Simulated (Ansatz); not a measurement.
An Ansatz (a program for electronic structure) run: Zr; plane-wave PAW DFT at the r2SCAN level (Ansatz, 500 eV), scalar-relativistic without spin-orbit coupling, earlier PAW set.

Input:

Ansatz 0.2 input:
```yaml
crystal:
  lattice:
    - [3.2459090398, 0, 0]
    - [-1.6229545199, 2.8110396868, 0]
    - [0, 0, 5.1511577622]
  atoms:
    - { symbol: Zr, position: [0.3333333333, 0.6666666667, 0.75] }
    - { symbol: Zr, position: [0.6666666667, 0.3333333333, 0.25] }
basis: { ecutwfc: 500, ecutrho_ratio: 4, xc_grid: 4, fft_grid_basis: typed }
kpoints: { mp_grid: { grid: [16, 16, 9] } }
hamiltonian:
  xc: r2scan
  dispersion: none
  pseudopotentials: { azcp: { folder: ./paw }, kind: paw }
scf: { occupations: { method: fermi_dirac, width: 0.05 }, convergence: { dr2_threshold: 0.0000000002 } }
output: { forces: true, stress: true }
```

Output (explanatory and most iteration lines left out):

```
Pseudopotential: Zr, paw, valence charge 12
Crystal: 2 atoms, lattice volume = 47.001 Å³
Basis set: ecut = 500 eV, 1177 PW (Γ), exchange–correlation on 96×96×160 points (64 copies of the dense FFT grid, shifted against one another)
Bands: 16, of which v1, the nominal top of the filled ones, is band 12 counted from 1 (11 counted from 0)
Symmetry: 24 space group operations
Space group: P63/mmc (ITA 194), of the structure as read, at distance tolerance 3.6e-5 Å
k-points: 150 of 2304
Functional: x = r2scan, c = r2scan; τ floored in thin density (d = 2e-4 eV/Å³)
SCF iter   1: F=—  HF=-8390.155364 eV  |F-HF|=—  |Δ(HF+E_count)|=         —  Δρ=3.26e-2  dr2=6.26e-1  dr2_τ=1.48e-2  ethr=2.61e-3  ⟨swp⟩=1.0  Hψ=13915  notcnv=0
SCF iter   2: F=—  HF=-8390.147395 eV  |F-HF|=—  |Δ(HF+E_count)|=   7.97e-3  Δρ=2.03e-2  dr2=2.35e-1  dr2_τ=6.81e-3  ethr=2.61e-3  ⟨swp⟩=3.0  Hψ=4380  notcnv=0
SCF 1 converged in 8 iterations: F = -8390.110372 eV  dr2 = 9.60e-12
SCF converged after 8 iterations
Free energy (F): -8390.110372 eV
Internal energy: -8390.097821 eV  (E = F + TS)
E sigma→0 (E₀):  -8390.104096 eV
Entropy (-TS):   -0.012551 eV (-6.276 meV/atom)
Fermi energy:    13.866732 eV
--- Forces (eV/Å), atoms counted from 1 ---
  atom   1  Zr     0.00000000    -0.00000000    -0.00000000
  atom   2  Zr    -0.00000000     0.00000000     0.00000000
--- Stress (GPa, compression-positive) ---
        0.002193       0.000000      -0.000000
        0.000000       0.002193      -0.000000
       -0.000000      -0.000000      -0.000262
  P = ⅓ Tr σ = 0.0014 GPa (0.014 kbar)
```

Stability against distortions was not tested. The final runs are not spin-polarised. The cell is Zr in the hcp (Mg type) structure (space group P6_3/mmc, No. 194).
